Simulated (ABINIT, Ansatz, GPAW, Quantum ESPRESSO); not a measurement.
Code comparison for TaAs (I4_1md, 4 atoms in the cell)

Self-consistent single point.

```
TaAs
1.0
   -1.69599     1.69599     5.77992
    1.69599    -1.69599     5.77992
    1.69599     1.69599    -5.77992
Ta As
2 2
Direct
  0.49997   0.99997   0.50000
  0.74997   0.74997   0.00000
  0.08263   0.58263   0.50000
  0.33263   0.33263   0.00000
```

Shared settings, as Ansatz (a first-principles code) writes them: kpoints.mp_grid.grid = 5 5 5; scf.occupations.method = gaussian; scf.occupations.width = 0.0073 Ry. Potentials and cutoffs stand in the table.

| code | model | pressure (GPa) | largest force (eV/Å) | cutoff |
|---|---|---|---|---|
| GPAW | PBE, GPAW PAW datasets PBE (gpaw-data 1.0.1) | 12.39 | 0.046 | 550 eV |
| Quantum ESPRESSO | PBE, PSlibrary PAW (PBE) pseudopotentials | 11.57 | 0.037 | 50 Ry |
| ABINIT | PBE, PAW (JTH v2.0 PBE PAW) | 11.55 | 0.046 | 20 Ha |
| Ansatz | PBE, PAW files | 11.67 | 0.046 | default |

On Ansatz's run: spin-orbit coupling is off. Spin polarisation is off.

The spread over the programs that give each value: pressure within 0.84 GPa; largest force within 0.009 eV/Å.

Ansatz's pressure is given at a fixed set of plane waves, as the other plane-wave codes print theirs; with its correction for the finite basis it is 11.71 GPa.

On the base mesh (8 8 8) the same programs gave: Ansatz pressure 11.52 GPa; Quantum ESPRESSO pressure 11.41 GPa; ABINIT pressure 11.40 GPa; GPAW pressure 12.24 GPa.

The starting cell comes from a database of computed structures (which also holds hypothetical and non-ambient phases and stackings), without a prior relaxation at this level. Its lattice was rescaled by a random factor within 2.5 % of one.

Left out of this page: CP2K (on another mesh); FLEUR (with a known weakness of the program); SIESTA (unsound by tests on forces, stress, charge or solver warnings).

Keys are those of Ansatz 0.2.
